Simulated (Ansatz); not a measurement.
**LaN, pressure series**

Start from LaN (space group P4/nmm, No. 129; a = 3.7052 Å, c = 5.2721 Å; a model cell, its experimental status unchecked).

Cell and atoms are relaxed at each pressure.

Method: Ansatz (a quantum-chemistry and plane-wave program), PBEsol, PAW, cutoff 420 eV, without spin-orbit coupling.

Two rows of this table had their results exchanged by mistake.

```csv
pressure,volume per atom (Å³),shortest distance (Å),band gap
pressure −2 GPa,18.39,2.544,zero
pressure −1 GPa,18.24,2.541,zero
pressure 0.3 GPa,18.05,2.536,zero
pressure 0.7 GPa,16.86,2.475,zero
pressure 1.5 GPa,17.89,2.530,zero
pressure 3 GPa,17.69,2.522,zero
pressure 5 GPa,17.43,2.508,zero
pressure 7.5 GPa,17.13,2.491,zero
pressure 10 GPa,18.00,2.534,zero
```

Problem. Which two?

Solution. The rows for pressure 0.7 GPa and pressure 10 GPa: the volume has to fall steadily with pressure, so 18.00 Å³ belongs to pressure 0.7 GPa and 16.86 Å³ to pressure 10 GPa.

Load acts through the strain it causes; cell and atoms are relaxed under it. Stability against distortions was not tested. Competing high-pressure phases were not computed. The base started in Pnma and relaxed to P4/nmm at this level. The final runs are not spin-polarised. The zero or small gap of LaN can change with the level of theory.
